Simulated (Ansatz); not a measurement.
A user runs Ansatz (a program for electronic structure) on SrPt₅ (P6/mmm, 6 atoms in the cell) and asks whether the run is sound. The aim is a self-consistent single point with DFT, PBEsol, plane waves, default PAW files made with PBE.

Cell that was meant: a = 5.7304 Å, b = 5.7304 Å, c = 4.4348 Å, α = 90.00°, β = 90.00°, γ = 120.00°.

Part of the input:

Ansatz 0.2 input:
```yaml
    - { symbol: Pt, position: [0.50000000, 0.00000000, 0.50000000] }
    - { symbol: Pt, position: [0.50000000, 0.50000000, 0.50000000] }
    - { symbol: Pt, position: [0.00000000, 0.50000000, 0.50000000] }
basis:
  ecutwfc: 145.0
kpoints:
  mp_grid: { grid: [5, 5, 5] }
hamiltonian:
  xc: pbesol
  pseudopotentials: { kind: paw }
scf:
  occupations: { method: cold, width: 0.2 }
output:
  forces: true
  eigenvalues: true
```

Log, with long lists cut:

```
   [... lines left out ...]
PAW frozen core: Pt, regenerated for the run's functional, and the local potential with it
Initial density: superposition of atomic densities (neutral atoms: chi_scale 0, normalization atom), corrected by the library's trained network
Initial wavefunctions: pseudopotential atomic-orbital guess
Eigensolver: davidson
Functional: x = pbesol(κ = 0.804, μ = 0.12345679012345678), c = pbesol(β = 0.046)
SCF iter   1: F=—  HF=-65177.513379 eV  |F-HF|=—  |Δ(HF+E_count)|=         —  Δρ=3.98e-1  dr2=1.74e2  ethr=1.77e-3  ⟨swp⟩=5.9  Hψ=3174  notcnv=0
all-band conjugate gradients solve this SCF's bands
preconditioner: auto → LDOS
SCF iter   2: F=—  HF=-65131.535712 eV  |F-HF|=—  |Δ(HF+E_count)|=    4.60e1  S|Δr|=    0.00e0  Δρ=2.16e-1  dr2=6.82e1  ethr=1.77e-3  ⟨swp⟩=3.1  Hψ=2372  notcnv=0  defer=49
   [... lines left out ...]
SCF iter   6: F=—  HF=-65104.136116 eV  |F-HF|=—  |Δ(HF+E_count)|=   1.00e-4  S|Δr|=    0.00e0  Δρ=1.04e-4  dr2=2.36e-5  ethr=4.54e-7  ⟨swp⟩=2.0  Hψ=1144  notcnv=0  defer=55
SCF iter   7: F=—  HF=-65104.135320 eV  |F-HF|=—  |Δ(HF+E_count)|=   7.96e-4  S|Δr|=    0.00e0  Δρ=2.53e-5  dr2=1.25e-6  ethr=2.36e-8  ⟨swp⟩=2.0  Hψ=1326  notcnv=0  defer=55
SCF iter   8: F=-65104.135320 eV  HF=-65104.135320 eV  |F-HF|=6.01e-8  |Δ(HF+E_count)|=   2.16e-7  S|Δr|=    0.00e0  Δρ=7.64e-6  dr2=8.38e-8  ethr=1.00e-10  ⟨swp⟩=9.8  Hψ=3651  notcnv=0
SCF 1 converged in 8 iterations: F = -65104.135320 eV  dr2 = 8.38e-8
Stability not checked (fill_not_monotonic)
Free energy (F): -65104.135320 eV
Internal energy: -65104.150597 eV  (E = F + TS)
E sigma→0 (E₀):  -65104.140412 eV
Entropy (-TS):   0.015278 eV (2.546 meV/atom)
Fermi energy:    15.269634 eV
--- Forces (eV/Å), atoms counted from 1 ---
  atom   1  Sr     0.00000000    -0.00000000     0.00000000
   [... zero for the other atoms too ...]
--- Stress (GPa, compression-positive) ---
      -53.729763       0.000000      -0.000000
        0.000000     -53.729763      -0.000000
       -0.000000      -0.000000     -88.404824
  P = ⅓ Tr σ = -65.2881 GPa (-652.881 kbar)
  The stress holds the Pulay correction. Without it, at fixed plane waves, as pw.x and ABINIT print it: P = -1191.5195 GPa
```

Question: Is anything amiss in this input, and did it matter?

Answer: The run is not sound. The fault is a basis or grid far too coarse for these potentials. Far below the cutoff that the potentials were made for, the basis cannot represent the orbitals near the nuclei, and energies, forces and above all the stress go wrong. To fix it, restore the cutoff that the potentials need and check convergence. The run converged in 8 iterations without an error; against the sound input the free energy rises by 51.5 eV/atom and the pressure goes from -17.25 to -65.29 GPa. At a fixed set of plane waves, without the program's Pulay estimate, the pressure is -1191.52 GPa against -17.28 GPa.

The sound input it was made from differs as follows (other fixes are possible):
```diff
-basis:
-  ecutwfc: 145.0
-  occupations: { method: cold, width: 0.2 }
+  occupations: { method: cold, width: 0.2 eV }
```

With that input, the run converged in 6 iterations: free energy E − TS (on the zero of these files) -65413.3104 eV; Fermi level (on the code's own zero) 14.92 eV; pressure -17.25 GPa (DFT, PBEsol, plane waves, default PAW files made with PBE).

On the sound input: the starting cell was generated: these elements placed on a structure prototype, without a prior relaxation; it need not be a known phase or ordering of this composition. Spin-orbit coupling is off. Spin polarisation is off. With a pressure of about -17 GPa the cell is away from its equilibrium volume at this level. Ansatz's pressure includes its estimate of the finite-basis (Pulay) stress.
